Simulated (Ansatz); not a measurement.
## How far PBE and r2SCAN part for Sn, pressure 7 GPa

The reference is Sn in the diamond structure (space group Fd-3m, No. 227; a = 6.656 Å).

(Cell as relaxed with PBE.)

Levels (all Ansatz, a quantum-chemistry and plane-wave program, PAW, earlier PAW set): PBE (420 eV, no SOC); r2SCAN (500 eV, spin-orbit coupling left out).

Each level relaxes its own structure.

```json
[
 {"base": "volume per atom", "PBE": "36.86 Å³", "r2SCAN": "35.42 Å³"},
 {"base": "lattice parameter a", "PBE": "6.656 Å", "r2SCAN": "6.568 Å"},
 {"base": "band gap", "PBE": "zero", "r2SCAN": "zero"}
]
```

Modification: cell and atoms relaxed at a pressure of 7 GPa.

| quantity | PBE | r2SCAN |
|---|---|---|
| band gap | zero | ___ |
| shortest interatomic distance | 2.751 Å | ___ |

Predict the r2SCAN column.


- band gap, r2SCAN: 0.29 eV
- shortest interatomic distance, r2SCAN: 2.731 Å

They disagree on the band gap; PBE's shortest interatomic distance lies 0.020 Å above r2SCAN's (0.7 %). Neither level is exact; r2SCAN is the comparison here, not a measurement.

Load acts through the strain it causes; cell and atoms are relaxed under it. No phonon test of stability was made. Tetrahedral semiconductors of this kind turn to denser phases somewhere between about 1 and 50 GPa; those were not computed, so compressed cells here can lie past the real transition. The zero or small gap of Sn can change with the level of theory.
